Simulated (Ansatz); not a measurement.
Defect: interstitial Li in zinc-blende InP, charge state +1. These are PBE, PAW (plane waves to 420 eV; Ansatz, a program for electronic structure) values and carry that method's errors.

Settings: 64 host sites, the relaxed PBE lattice, one k-point at (0.250, 0.250, 0.250), smearing 0.05 eV, spin-restricted, no image-charge correction. No zero-point or tunnelling terms. PBE gaps are too small, and in this host the defect's levels may merge with the bands. The charge state is imposed; whether it is stable for some Fermi level was not computed. Sites that were not tried may lie lower.

Barriers: single points on a 2×2×2 k-point mesh shifted by half a step at the bands' geometries.

Relaxed starting cell (atoms counted from 1):

```
CELL_PARAMETERS angstrom
     11.92000     0.00000     0.00000
      0.00000    11.92000     0.00000
      0.00000     0.00000    11.92000
ATOMIC_POSITIONS crystal
  In 0.99972 0.00023 0.99360
  In 0.99979 0.00035 0.50670
  In 0.99968 0.50013 0.99961
  In 0.99991 0.50026 0.50104
  In 0.49960 0.00019 0.99961
  In 0.49975 0.00037 0.50107
  In 0.49969 0.50020 0.99992
  In 0.49975 0.50029 0.50073
  P  0.12409 0.12466 0.37465
  P  0.12596 0.12653 0.87435
  P  0.12594 0.62436 0.37652
  P  0.12458 0.62539 0.87540
  P  0.62375 0.12652 0.37654
  P  0.62482 0.12512 0.87540
  P  0.62482 0.62539 0.37514
  P  0.62473 0.62530 0.87531
  In 0.99980 0.25669 0.25033
  In 0.99987 0.25104 0.75032
  In 0.99968 0.74360 0.25024
  In 0.99969 0.74959 0.75016
  In 0.49975 0.25105 0.25042
  In 0.49977 0.25070 0.75032
  In 0.49960 0.74959 0.25021
  In 0.49966 0.74990 0.75026
  P  0.12595 0.37669 0.12461
  P  0.12486 0.37546 0.62549
  P  0.12416 0.87647 0.12646
  P  0.12593 0.87462 0.62669
  P  0.62492 0.37533 0.12550
  P  0.62489 0.37547 0.62547
  P  0.62366 0.87433 0.12432
  P  0.62491 0.87548 0.62536
  In 0.25613 0.00037 0.25036
  In 0.25047 0.00038 0.75032
  In 0.25046 0.50026 0.25051
  In 0.25012 0.50028 0.75029
  In 0.74302 0.00023 0.25032
  In 0.74905 0.00022 0.75015
  In 0.74904 0.50012 0.25025
  In 0.74934 0.50019 0.75027
  P  0.37616 0.12649 0.12463
  P  0.37498 0.12535 0.62555
  P  0.37480 0.62539 0.12555
  P  0.37491 0.62544 0.62548
  P  0.87591 0.12468 0.12649
  P  0.87407 0.12649 0.62672
  P  0.87376 0.62418 0.12434
  P  0.87497 0.62540 0.62539
  In 0.25009 0.25058 0.00014
  In 0.25064 0.25104 0.50115
  In 0.25058 0.74913 0.99924
  In 0.25008 0.75013 0.50059
  In 0.74866 0.25102 0.99922
  In 0.74961 0.25057 0.50061
  In 0.74933 0.74983 0.99985
  In 0.74866 0.74911 0.50116
  P  0.37495 0.37548 0.37543
  P  0.37492 0.37548 0.87542
  P  0.37616 0.87463 0.37646
  P  0.37477 0.87549 0.87549
  P  0.87407 0.37670 0.37649
  P  0.87495 0.37532 0.87549
  P  0.87589 0.87645 0.37474
  P  0.87377 0.87433 0.87418
  Li 0.99824 0.99886 0.24889
```
Cell charge +1.

End state 1 differs by these moves (Å; atoms that move under 0.08 Å are left out):

```tsv
atom	element	Δx	Δy	Δz
1	In	-0.11	-0.10	-0.03
2	In	0.00	0.00	-0.09
17	In	-0.10	0.03	0.10
19	In	0.00	0.10	0.00
33	In	0.02	-0.10	0.10
37	In	0.10	0.00	0.00
49	In	0.09	0.10	-0.10
58	P	0.06	0.06	-0.05
61	P	-0.05	0.05	0.05
64	P	-0.05	-0.05	-0.05
65	Li	1.50	1.50	-1.48
```

Question: Give the forward and backward barriers to end state 1 at the level PBE, PAW.

Answer: forward 0.56 eV, backward 0.086 eV; at the saddle point atom 65 has neighbours 3 In at 2.66; 2 P at 2.51, P at 2.54 Å. The check of the saddle point's order was inconclusive, and it lies on a symmetry element of the cell, where a band can be held.
